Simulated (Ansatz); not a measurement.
# Pd in the fcc (Cu type) structure (space group Fm-3m, No. 225)

Pd is taken in the cubic space group Fm-3m (No. 225), the fcc (Cu type) structure, Pearson symbol cF4. Lattice parameters: a = b = c = 3.876 Å, α = β = γ = 90.00°. Pd on 4a is coordinated by 12 Pd at 2.741 Å (cuboctahedral). (Neighbours: up to the widest gap in distance over summed covalent radii, below 1.35, at either atom.)
(The calculation used a cell of 1 atom; values per cell refer to that cell.)

The values are results of PBEsol (Ansatz, a program for electronic structure), spin-orbit coupling left out, not measurements. k-mesh 21×21×21 (Γ-centred); smearing 0.05 eV (Fermi–Dirac).

```json
{
 "volume_per_atom": "14.55 Å³",
 "density": "12.14 g/cm³",
 "band_gap": "zero",
 "total_energy": "-6906.648 eV/atom (σ→0; compares only within this code and set-up)"
}
```

Whether these cells are dynamically stable was not tested. All final runs are without spin polarisation.
